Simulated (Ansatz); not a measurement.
## CsCl-type HfOs

All values below come from r²SCAN+rVV10 in Ansatz (plane waves, PAW).

Settings: plane-wave cutoff 560 eV, 18×18×18 k mesh, Fermi–Dirac smearing 0.05 eV, no spin polarisation, scalar-relativistic PAW data made under PBE.

Cell: relaxed at this level.

| Property | Result |
|---|---|
| band gap | zero (no gap) |
| lattice parameter a | 3.235 Å |

Spin–orbit coupling is not included.

Static lattice: no zero-point or thermal effects.

Computing time: around 2.5 core-minutes (rough).

Ansatz is a program for electronic structure.
